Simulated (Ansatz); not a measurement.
Density of states of ScSi (Cmcm) near the Fermi level, PBEsol, rigid bands in Ansatz (a quantum-chemistry and plane-wave program).

```
E − E_F (eV) | states/eV/cell
    -1.95 | ############################## 3.51
    -1.85 | ########################### 3.18
    -1.75 | ####################### 2.67
    -1.65 | ################ 1.86
    -1.55 | ############ 1.37
    -1.45 | ######### 1.11
    -1.35 | ######### 1.10
    -1.25 | ########## 1.14
    -1.15 | ########### 1.26
    -1.05 | ############# 1.53
    -0.95 | ################# 1.95
    -0.85 | ###################### 2.58
    -0.75 | ####################### 2.68
    -0.65 | ##################### 2.47
    -0.55 | ###################### 2.53
    -0.45 | #################### 2.36
    -0.35 | ################## 2.07
    -0.25 | ################# 2.02
    -0.15 | ################# 2.02
    -0.05 | ################## 2.05
     0.05 | ################### 2.17
     0.15 | ################## 2.16
     0.25 | ################## 2.12
     0.35 | ################## 2.10
     0.45 | ################ 1.93
     0.55 | ################ 1.87
     0.65 | ################# 2.01
     0.75 | ###################### 2.53
     0.85 | ################## 2.14
     0.95 | ############# 1.49
     1.05 | ############ 1.41
     1.15 | ################ 1.84
     1.25 | ##################### 2.43
     1.35 | ########################## 3.06
     1.45 | ####################### 2.64
     1.55 | ####################### 2.74
     1.65 | ######################### 2.94
     1.75 | ############################# 3.43
     1.85 | ############################# 3.35
```

Task: With 4 atoms a cell, what bare Sommerfeld coefficient γ = (π²/3) k_B² N(E_F) follows?

Result: N(E_F) ≈ 2.1 states/eV a cell at 300 K, so γ ≈ 1.24 mJ/(mol of atoms·K²), before electron-phonon enhancement.

Task: How far does the Fermi level move in a rigid band for 0.1 electron a cell added or removed?

Result: 47 meV and -48 meV.

A metal at this level (no band gap); rigid bands, thermally averaged at 300 K, both spins. Spin-orbit coupling is left out. Geometry: cell and atoms relaxed with PBEsol.

Computed structure, not matched to a measured one here, so possibly hypothetical: ScSi (Cmcm).
